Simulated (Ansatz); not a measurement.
# Pressure series in C

Take C in the diamond structure (space group Fd-3m, No. 227) as the base.

C has the cubic space group Fd-3m, origin choice 1 (No. 227), the diamond structure, Pearson symbol cF8. Conventional cell: a = 3.5538 Å, b = 3.5538 Å, c = 3.5538 Å, α = 90.00°, β = 90.00°, γ = 90.00°. C on 8a sees 4 C at 1.539 Å (tetrahedral). (Neighbours: up to the widest gap in distance over summed covalent radii, below 1.35, at either atom.)
(The calculation used a cell of 2 atoms; values per cell refer to that cell.)

Cell and atoms are relaxed at each pressure.

Level of theory: plane-wave PAW DFT at the PBEsol level (Ansatz, a first-principles code, 420 eV), spin-orbit coupling left out.

Two rows of this table had their results exchanged by mistake.

```csv
pressure,volume per atom (Å³),shortest distance (Å),band gap
pressure −2 GPa,5.64,1.541,4.02 eV
pressure −1 GPa,5.62,1.540,4.03 eV
pressure 3 GPa,5.57,1.535,4.05 eV
pressure 7 GPa,5.53,1.531,4.07 eV
pressure 15 GPa,5.11,1.492,4.25 eV
pressure 30 GPa,5.28,1.508,4.17 eV
pressure 50 GPa,5.44,1.523,4.10 eV
pressure 75 GPa,4.92,1.473,4.34 eV
pressure 100 GPa,4.76,1.457,4.43 eV
```

Which two?

The rows for pressure 15 GPa and pressure 50 GPa: the volume has to fall steadily with pressure, so 5.44 Å³ belongs to pressure 15 GPa and 5.11 Å³ to pressure 50 GPa.

Load acts through the strain it causes; cell and atoms are relaxed under it. No phonon test of stability was made. Competing high-pressure phases were not computed.
